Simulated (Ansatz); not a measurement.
Ansatz (a first-principles code) run on H₄BrN (R3m, 6 atoms in the cell): self-consistent single point.

Level of theory: LDA (PW92), default PAW files made with PBE (plane waves; Ansatz).

The change in words: lattice scaled by 0.98; basis.ecutwfc: 420 eV → 505 eV. Reference geometry:
```
H4BrN
1.0
    4.01210     0.00000     0.00000
    0.00000     4.01210     0.00000
    0.00000     0.00000     4.01210
H Br N
4 1 1
Direct
  0.14921   0.14921   0.85079
  0.14921   0.85079   0.14921
  0.85798   0.85798   0.85798
  0.85079   0.14921   0.14921
  0.50000   0.50000   0.50000
  0.00000   0.00000   0.00000
```

Reference input (self-consistent single point, DFT, LDA (PW92), plane waves, default PAW files made with PBE): basis.ecutwfc = 420 eV; kpoints.mp_grid.grid = 6 6 6; hamiltonian.xc = lda; hamiltonian.pseudopotentials = {kind: paw} (the program's default PAW files); scf.occupations.method = fixed. This run's input differs from it in these lines:

Ansatz 0.2 input:
```diff
@@ -2,14 +2,14 @@
   lattice:
-    - [4.012100, 0.000000, 0.000000]
-    - [0.000000, 4.012100, 0.000000]
-    - [0.000000, 0.000000, 4.012100]
+    - [3.931858, 0.000000, 0.000000]
+    - [0.000000, 3.931858, 0.000000]
+    - [0.000000, 0.000000, 3.931858]
   atoms:
-    - { symbol: H, position_ang: [0.598645, 0.598645, 3.413455] }
-    - { symbol: H, position_ang: [0.598645, 3.413455, 0.598645] }
-    - { symbol: H, position_ang: [3.442322, 3.442322, 3.442322] }
-    - { symbol: H, position_ang: [3.413455, 0.598645, 0.598645] }
-    - { symbol: Br, position_ang: [2.006050, 2.006050, 2.006050] }
+    - { symbol: H, position_ang: [0.586673, 0.586673, 3.345185] }
+    - { symbol: H, position_ang: [0.586673, 3.345185, 0.586673] }
+    - { symbol: H, position_ang: [3.373475, 3.373475, 3.373475] }
+    - { symbol: H, position_ang: [3.345185, 0.586673, 0.586673] }
+    - { symbol: Br, position_ang: [1.965929, 1.965929, 1.965929] }
     - { symbol: N, position_ang: [0.000000, 0.000000, 0.000000] }
 basis:
-  ecutwfc: 420.0
+  ecutwfc: 505.0
 kpoints:
```

Output, abridged:

```
SCF iter   1: F=—  HF=-3133.474411 eV  |F-HF|=—  |Δ(HF+E_count)|=         —  Δρ=7.84e-3  dr2=1.81e-2  ethr=1.77e-3  ⟨swp⟩=5.7  Hψ=2214  notcnv=0  defer=118
all-band conjugate gradients solve this SCF's bands
preconditioner: auto → none
SCF iter   2: F=—  HF=-3133.470054 eV  |F-HF|=—  |Δ(HF+E_count)|=   4.36e-3  Δρ=3.21e-3  dr2=3.49e-3  ethr=1.13e-4  ⟨swp⟩=2.5  Hψ=840  notcnv=0  defer=121
SCF iter   3: F=—  HF=-3133.469473 eV  |F-HF|=—  |Δ(HF+E_count)|=   5.80e-4  Δρ=1.58e-3  dr2=1.31e-3  ethr=2.18e-5  ⟨swp⟩=2.0  Hψ=703  notcnv=0  defer=123
SCF iter   4: F=—  HF=-3133.469063 eV  |F-HF|=—  |Δ(HF+E_count)|=   4.10e-4  Δρ=1.34e-4  dr2=4.47e-6  ethr=8.16e-6  ⟨swp⟩=2.0  Hψ=697  notcnv=0  defer=121
SCF iter   5: F=—  HF=-3133.469067 eV  |F-HF|=—  |Δ(HF+E_count)|=   4.31e-6  Δρ=4.80e-5  dr2=1.06e-6  ethr=2.79e-8  ⟨swp⟩=2.3  Hψ=677  notcnv=0  defer=69
SCF iter   6: F=-3133.469067 eV  HF=-3133.469067 eV  |F-HF|=5.11e-8  |Δ(HF+E_count)|=   3.07e-7  Δρ=1.24e-5  dr2=6.44e-8  ethr=6.25e-10  ⟨swp⟩=10.7  Hψ=2986  notcnv=0
SCF 1 converged in 6 iterations: F = -3133.469067 eV  dr2 = 6.44e-8
Free energy (F): -3133.469067 eV
Internal energy: -3133.469067 eV  (E = F + TS)
E sigma→0 (E₀):  -3133.469067 eV
Fermi energy:    1.298440 eV
--- Forces (eV/Å), atoms counted from 1 ---
  atom   1  H      0.77054906     0.77054906    -0.73220882
  atom   2  H      0.77054906    -0.73220882     0.77054906
  atom   3  H     -2.10006698    -2.10006698    -2.10006698
  atom   4  H     -0.73220882     0.77054906     0.77054906
  atom   5  Br    -0.02112720    -0.02112720    -0.02112720
  atom   6  N      1.31228429     1.31228429     1.31228429
--- Stress (GPa, compression-positive) ---
        5.656608       2.095595       2.095595
        2.095595       5.656608       2.095595
        2.095595       2.095595       5.656608
  P = ⅓ Tr σ = 5.6566 GPa (56.566 kbar)
  The stress holds the Pulay correction. Without it, at fixed plane waves, as pw.x and ABINIT print it: P = 5.5924 GPa
```

The run converged in 6 iterations. Against the reference run the free energy rises by 9.9 meV/atom, the pressure goes from 1.18 to 5.66 GPa, the largest force goes from 2.574 to 3.637 eV/Å and the gap on the mesh goes from 3.895 to 4.166 eV.

The starting cell comes from a database of computed structures (which also holds hypothetical and non-ambient phases and stackings), without a prior relaxation at this level. Its lattice was rescaled by up to half a per cent. One atom was moved a little off its site on purpose. For this run, on top of that: lattice scaled by 0.98. Forces in this geometry exceed 1 eV/Å. Ansatz's pressure includes its estimate of the finite-basis (Pulay) stress.
